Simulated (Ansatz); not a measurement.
Defect migration in beta Si3N4: interstitial Ca, charge state +2. Method: PBE, PAW (plane waves to 420 eV; Ansatz, a program for electronic structure).

Settings: 84 host sites, the relaxed PBE lattice, the Γ point alone, smearing 0.01 eV, spin-restricted, no image-charge correction. No zero-point or tunnelling terms. The charge state is imposed; whether it is stable for some Fermi level was not computed. Sites that were not tried may lie lower.

Barriers: single points on a 2×2×2 k-point mesh shifted by half a step along c at the bands' geometries.

The step: a direct jump of one Ca atom; the atom moves 1.47 Å along (0.00, 0.00, -0.50) of the unit cell; the moving atom starts with neighbours N at 2.40, N at 2.42, N at 2.44, 3 N at 2.73, 2 N at 2.74, N at 2.75; 2 Si at 2.79, Si at 2.81, 2 Si at 3.11, 2 Si at 3.11 Å and ends with N at 2.40, N at 2.42, N at 2.44, 3 N at 2.73, 2 N at 2.74, N at 2.75; 2 Si at 2.79, Si at 2.81, 2 Si at 3.11, 2 Si at 3.11 Å.

Question: What is the computed migration barrier of this step (PBE, PAW)?

Answer: 0.15 eV, the same both ways. At the saddle the moving atom has neighbours 2 N at 2.47, 2 N at 2.48, 2 N at 2.49; 4 Si at 2.87, 2 Si at 2.90 Å. The saddle point's order was not checked, and it lies on a symmetry element of the cell, where a band can be held.
